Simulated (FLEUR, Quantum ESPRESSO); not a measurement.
A FLEUR input for a self-consistent single point of Pb (Fm-3m, 1 atom in the cell) (DFT, PBE, all-electron FLAPW (FLEUR), scalar-relativistic valence):

Input of the input generator:

```
Pb
&input film=f /
-0.0000000000 2.4727310000 2.4727310000
2.4727310000 -0.0000000000 2.4727310000
2.4727310000 2.4727310000 -0.0000000000
1.8897261246
1.0 1.0 1.0

1
82 0.0000000000 0.0000000000 0.0000000000

&comp jspins=1 /
&kpt div1=11 div2=11 div3=11 /
&end /
```

```xml
<?xml version="1.0" encoding="UTF-8" standalone="no"?>
<fleurInput fleurInputVersion="0.39">
   <comment>
      Pb                                                                                                  
   </comment>
   <calculationSetup>
      <cutoffs Kmax="3.8" Gmax="15.2" GmaxXC="15.2" numbands="0"/>
      <scfLoop itmax="60" minDistance="0.00001" maxIterBroyd="15" imix="Anderson" alpha="0.05" precondParam="0.0" spinf="2.0"/>
      <coreElectrons ctail="T" frcor="F" kcrel="0" coretail_lmax="0"/>
      <xcFunctional name="pbe" relativisticCorrections="F"/>
      <magnetism jspins="1"/>
      <soc l_soc="F" theta="0.0" phi="0.0" spav="F"/>
      <expertModes spex="0" secvar="F"/>
      <geometryOptimization l_f="T" forcealpha="1.0" forcemix="BFGS" epsdisp="0.00001" epsforce="0.00001"/>
      <ldaU l_linMix="F" mixParam="0.05" spinf="1.0"/>
   </calculationSetup>
   <cell>
      <bzIntegration valenceElectrons="14.0" mode="hist" fermiSmearingEnergy="0.00183747">
         <kPointListSelection listName="default-1"/>
         <!-- k-points included here -->
         <xi:include xmlns:xi="http://www.w3.org/2001/XInclude" href="kpts.xml"> </xi:include>
      </bzIntegration>
      <!-- symmetry operations included here -->
      <xi:include xmlns:xi="http://www.w3.org/2001/XInclude" href="sym.xml"> </xi:include>
      <bulkLattice scale="1.0">
         <bravaisMatrix>
            <row-1>    0.0000000000000000     4.6727843698082827     4.6727843698082827</row-1>
            <row-2>    4.6727843698082827     0.0000000000000000     4.6727843698082827</row-2>
            <row-3>    4.6727843698082827     4.6727843698082827     0.0000000000000000</row-3>
         </bravaisMatrix>
      </bulkLattice>
   </cell>
   <atomSpecies>
      <species name="Lead (Pb)" element="Pb" atomicNumber="82">
         <mtSphere radius="2.63" gridPoints="925" logIncrement="0.015"/>
         <atomicCutoffs lmax="10" lnonsphr="8"/>
         <electronConfig flipSpins="F">
            <coreConfig>(1s1/2) (2s1/2) (2p1/2) (2p3/2) (3s1/2) (3p1/2) (3p3/2) (4s1/2) (3d3/2) (3d5/2) (4p1/2) (4p3/2) (5s1/2) (4d3/2) (4d5/2) (4f5/2) (4f7/2) (5p1/2) (5p3/2)</coreConfig>
            <valenceConfig>(6s1/2) (5d3/2) (5d5/2) (6p1/2) (6p3/2)</valenceConfig>
            <stateOccupation state="(6p1/2)" spinUp="0.3333333333333" spinDown="0.3333333333333"/>
            <stateOccupation state="(6p3/2)" spinUp="0.6666666666667" spinDown="0.6666666666667"/>
         </electronConfig>
         <energyParameters s="6" p="6" d="6" f="5"/>
         <lo type="SCLO" l="2" n="5" eDeriv="0"/>
      </species>
   </atomSpecies>
   <atomGroups>
      <atomGroup species="Lead (Pb)">
         <relPos label="                   1">.0000000000 .0000000000 .0000000000</relPos>
         <force calculate="T" relaxXYZ="TTT"/>
      </atomGroup>
   </atomGroups>
   <output dos="F" band="F" slice="F">
      <checks vchk="F" cdinf="F"/>
      <bandDOS minEnergy="-.5*Htr" maxEnergy="0.5*Htr" sigma="0.015" storeEVData="T"/>
      <vacuumDOS vacdos="F" integ="F" star="F" nstars="0" locx1="0.0" locy1="0.0" locx2="0.0" locy2="0.0" nstm="0" tworkf="0.0"/>
      <unfoldingBand unfoldBand="F" supercellX="1" supercellY="1" supercellZ="1"/>
      <plotting iplot="0" polar="F">
         <plot TwoD="T" vec1="  1.0  0.0  0.0" vec2="  0.0  1.0  0.0" vec3="  0.0  0.0  1.0" zero="  0.0  0.0  0.0" file="plot"/>
      </plotting>
      <chargeDensitySlicing numkpt="0" minEigenval="0.0" maxEigenval="0.0" nnne="0" pallst="F"/>
      <specialOutput eonly="F"/>
      <magneticCircularDichroism mcd="F" energyLo="-10.0" energyUp="0.0"/>
   </output>
  <!-- We include the file relax.xml here to enable relaxations (see documentation) -->
  <xi:include xmlns:xi="http://www.w3.org/2001/XInclude" href="relax.xml"> <xi:fallback/> </xi:include>
</fleurInput>
```

### Question
Give the Quantum ESPRESSO input for the same structure, mesh, smearing and functional.

### Answer
This is the input that was run; spellings and numerical settings could be chosen otherwise.

```fortran
&control
   calculation = 'scf'
   prefix = 'scf'
   outdir = './out'
   pseudo_dir = './'
   verbosity = 'high'
   tprnfor = .true.
   tstress = .true.
/
&system
   ibrav = 0
   nat = 1
   ntyp = 1
   ecutwfc = 55
   ecutrho = 330
   occupations = 'smearing'
   smearing = 'fermi-dirac'
   degauss = 0.0036749
/
&electrons
   conv_thr = 1.0d-9
   mixing_beta = 0.3
/
ATOMIC_SPECIES
Pb   207.2000  Pb.pbe-dn-kjpaw_psl.1.0.0.UPF
CELL_PARAMETERS angstrom
   0.0000000000     2.4727310000     2.4727310000
   2.4727310000     0.0000000000     2.4727310000
   2.4727310000     2.4727310000     0.0000000000
ATOMIC_POSITIONS crystal
Pb    0.0000000000    0.0000000000    0.0000000000
K_POINTS automatic
11 11 11  0 0 0
```

Basis settings and potentials, where a program has them, do not carry over. This input uses DFT, PBE, plane waves, PSlibrary PAW (PBE) pseudopotentials.

The starting cell comes from a database of computed structures (which also holds hypothetical and non-ambient phases and stackings), without a prior relaxation at this level. Its lattice was rescaled by a random factor within 2.5 % of one. For this run, on top of that: lattice scaled by 0.98.
